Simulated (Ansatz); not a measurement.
The starting structures come from a database of crystals and need not be the phases stable at ambient conditions.

By PBEsol, the system below comes out a metal.

The ballistic (Sharvin) conductance counts the channels at the Fermi level: G/A = (e²/h) × channels of both spins per area.

Data:

```
CELL_PARAMETERS angstrom
      4.00605     0.00000     0.00000
      0.00000     4.00605     0.00000
      0.00000     0.00000     4.00605
ATOMIC_POSITIONS crystal
  Sc 0.00000 0.00000 0.00000
  Al 0.50000 0.00000 0.50000
  Al 0.00000 0.50000 0.50000
  Al 0.50000 0.50000 0.00000
```

The cell is strained (all lengths scaled by 0.98); by PBEsol it stands under a pressure of 4.9 GPa.

The current flows along the normal of the first two printed cell vectors, the (001) plane of the conventional cell. No spin-orbit coupling; the value is a mean over 0.1 eV about the Fermi level.

Question: Give the ballistic conductance per area that PBEsol (Ansatz, a first-principles code) yields.

Answer: 0.59 × 10¹⁵ S/m² for both spins.
